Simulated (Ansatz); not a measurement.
Ansatz (an electronic-structure program) run on LaGe₃Ir (I4mm, 5 atoms in the cell): self-consistent single point.

Level of theory: PBEsol, default PAW files made with PBE (plane waves; Ansatz).

```yaml
crystal:
  lattice:
    - [-2.23029, 2.23029, 5.06692]
    - [2.23029, -2.23029, 5.06692]
    - [2.23029, 2.23029, -5.06692]
  atoms:
    - { symbol: La, position: [0.58346, 0.58346, 0.00000] }
    - { symbol: Ge, position: [0.34263, 0.84263, 0.50000] }
    - { symbol: Ge, position: [0.84263, 0.34263, 0.50000] }
    - { symbol: Ge, position: [0.00049, 0.00049, 0.00000] }
    - { symbol: Ir, position: [0.23877, 0.23877, 0.00000] }
```

Reference input (self-consistent single point, DFT, PBEsol, plane waves, default PAW files made with PBE): basis.ecutwfc = 420 eV; kpoints.mp_grid.grid = 5 5 5; hamiltonian.xc = pbesol; hamiltonian.pseudopotentials = {kind: paw} (the program's default PAW files); scf.occupations.method = gaussian; scf.occupations.width = 0.1 eV. This run's input differs from it in these lines:

Ansatz 0.2 input:
```diff
@@ -12,3 +12,3 @@
 basis:
-  ecutwfc: 420.0
+  ecutwfc: 170.0
 kpoints:
```

Output (repeated stretches shortened):

```
SCF iter   1: F=—  HF=-30648.890103 eV  |F-HF|=—  |Δ(HF+E_count)|=         —  Δρ=1.59e-1  dr2=2.00e1  ethr=1.77e-3  ⟨swp⟩=5.2  Hψ=2496  notcnv=0
all-band conjugate gradients solve this SCF's bands
preconditioner: auto → LDOS
SCF iter   2: F=—  HF=-30631.287537 eV  |F-HF|=—  |Δ(HF+E_count)|=    1.76e1  Δρ=9.49e-2  dr2=8.00e0  ethr=1.77e-3  ⟨swp⟩=3.8  Hψ=2002  notcnv=0  defer=31
   [... lines left out ...]
SCF iter   6: F=—  HF=-30625.071378 eV  |F-HF|=—  |Δ(HF+E_count)|=   1.75e-3  Δρ=2.90e-4  dr2=2.79e-4  ethr=1.05e-5  ⟨swp⟩=2.0  Hψ=902  notcnv=0  defer=37
SCF iter   7: F=—  HF=-30625.071303 eV  |F-HF|=—  |Δ(HF+E_count)|=   7.51e-5  Δρ=6.72e-5  dr2=1.27e-5  ethr=3.99e-7  ⟨swp⟩=2.0  Hψ=918  notcnv=0  defer=37
SCF iter   8: F=—  HF=-30625.071351 eV  |F-HF|=—  |Δ(HF+E_count)|=   4.76e-5  Δρ=9.62e-6  dr2=1.25e-7  ethr=1.82e-8  ⟨swp⟩=2.0  Hψ=927  notcnv=0  defer=37
SCF iter   9: F=-30625.071351 eV  HF=-30625.071351 eV  |F-HF|=1.03e-9  |Δ(HF+E_count)|=   2.66e-8  Δρ=1.89e-6  dr2=2.76e-9  ethr=1.43e-10  ⟨swp⟩=9.7  Hψ=2690  notcnv=0
SCF 1 converged in 9 iterations: F = -30625.071351 eV  dr2 = 2.76e-9
Free energy (F): -30625.071351 eV
Internal energy: -30625.065945 eV  (E = F + TS)
E sigma→0 (E₀):  -30625.068648 eV
Entropy (-TS):   -0.005406 eV (-1.081 meV/atom)
Fermi energy:    13.716507 eV
--- Forces (eV/Å), atoms counted from 1 ---
  atom   1  La     0.00000000     0.00000000    -0.37248745
  atom   2  Ge     0.00000000     0.00000000     0.70183882
  atom   3  Ge    -0.00000000     0.00000000     0.70183882
  atom   4  Ge    -0.00000000     0.00000000    -0.90589378
  atom   5  Ir    -0.00000000     0.00000000    -0.12533245
--- Stress (GPa, compression-positive) ---
       -6.313159       0.000000      -0.000000
        0.000000      -6.313159       0.000000
       -0.000000       0.000000      -3.757787
  P = ⅓ Tr σ = -5.4614 GPa (-54.614 kbar)
  The stress holds the Pulay correction. Without it, at fixed plane waves, as pw.x and ABINIT print it: P = -590.1224 GPa
```

The run converged in 9 iterations. Against the reference run the free energy goes up by 19.9 eV/atom, the pressure goes from -3.43 to -5.46 GPa and the largest force goes from 0.229 to 0.906 eV/Å.

The starting cell comes from a database of computed structures (which also holds hypothetical and non-ambient phases and stackings), without a prior relaxation at this level. Its lattice was rescaled by up to half a per cent. One atom was moved a little off its site on purpose. Spin-orbit coupling is off. Spin polarisation is off. Ansatz's pressure includes its estimate of the finite-basis (Pulay) stress. Without the estimate this run gives -590.12 GPa. The cutoff lies below the one recommended for these files.
